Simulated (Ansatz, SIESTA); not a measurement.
# Code comparison for CsBS2 (Immm, 8 atoms in the cell)

Self-consistent single point.

```
CsBS2
1.0
   -2.30512     3.12859     9.02219
    2.30512    -3.12859     9.02219
    2.30512     3.12859    -9.02219
Cs B S
2 2 4
Cartesian
  2.30512   0.00000   6.47667
  0.00000   3.12859   2.54552
  0.00000   3.12859   7.80384
  2.30512   0.00000   1.21836
  0.00000   3.12859   6.05101
  2.30512   0.00000   2.97119
  0.00000   1.69000   9.02219
  2.30512   1.43859   0.00000
```

Shared settings, as Ansatz (a program for electronic structure) writes them: kpoints.mp_grid.grid = 4 4 4; magnetization.spin_orbit = true; scf.occupations.method = fermi_dirac; scf.occupations.width = 0.02 eV. Potentials and cutoffs stand in the table.

| code | model | pressure (GPa) | largest force (eV/Å) | gap on the mesh (eV) | cutoff |
|---|---|---|---|---|---|
| SIESTA | GGA PBEsol with spin-orbit coupling, numerical atomic orbitals DZP, PseudoDojo PBEsol fully relativistic norm-conserving potentials (rewritten from UPF to PSML) | – | 0.133 | 2.880 | grid 350 Ry |
| Ansatz | PBEsol with spin-orbit coupling, PAW files made with PBE | -1.57 | 0.418 | 2.632 | default |

Size of the force on each atom (eV/Å): Sizes of forces hide their directions.

```tsv
code	Cs1	Cs2	B3	B4	S5	S6	S7	S8
SIESTA	0.015	0.015	0.133	0.133	0.032	0.032	0.027	0.027
Ansatz	0.002	0.002	0.063	0.063	0.418	0.418	0.398	0.398
```

A dash marks a value that a program does not give, or that is left out as unsure.

Gaps are read on the mesh.

The spread over the programs that give each value: largest force within 0.285 eV/Å; gap on the mesh within 0.248 eV.

SIESTA uses small atom-centred bases, whose incompleteness enters pressures, forces and empty levels differently from a plane-wave cutoff.

The starting cell comes from a database of computed structures (which also holds hypothetical and non-ambient phases and stackings), without a prior relaxation at this level. Its lattice was rescaled by a random factor within 2.5 % of one.

Keys are those of Ansatz 0.2.
